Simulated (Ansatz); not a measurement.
## A computed series for MgO: thickness series

Consider MgO in the rock salt structure (space group Fm-3m, No. 225; a = 4.2141 Å). Axes: x, y, z lie along the cube axes.

Free-standing slabs (2 atom(s) a layer) normal to the z axis with 15 Å of vacuum; in-plane cell held at bulk.

Level of theory: PBEsol (Ansatz, a program for electronic structure), no spin-orbit coupling.

Notes on the quantities. excess energy per area of both faces: slab less bulk energy over the cell's area: twice a surface energy.

| change | excess energy per area of both faces | thickness between the outermost nuclei | band gap |
|---|---|---|---|
| base | – | – | 4.62 eV |
| 1 layer | – | – | ___ |
| 2 layers | 2.02 J/m² | 2.17 Å | 3.42 eV |
| 3 layers | 2.03 J/m² | 4.26 Å | ___ |
| 4 layers | 2.03 J/m² | 6.37 Å | ___ |
| 5 layers | 2.03 J/m² | 8.48 Å | ___ |
| 6 layers | 2.03 J/m² | 10.58 Å | 3.72 eV |
| 7 layers | 2.03 J/m² | 12.69 Å | 3.74 eV |

Problem. Fill in the withheld entries from the trend.

Solution. 
- 1 layer, band gap: 2.66 eV
- 3 layers, band gap: 3.54 eV
- 4 layers, band gap: 3.64 eV
- 5 layers, band gap: 3.69 eV

Slab and bulk use different k-meshes, which limits the precision of the excess energy. No phonon test of stability was made.
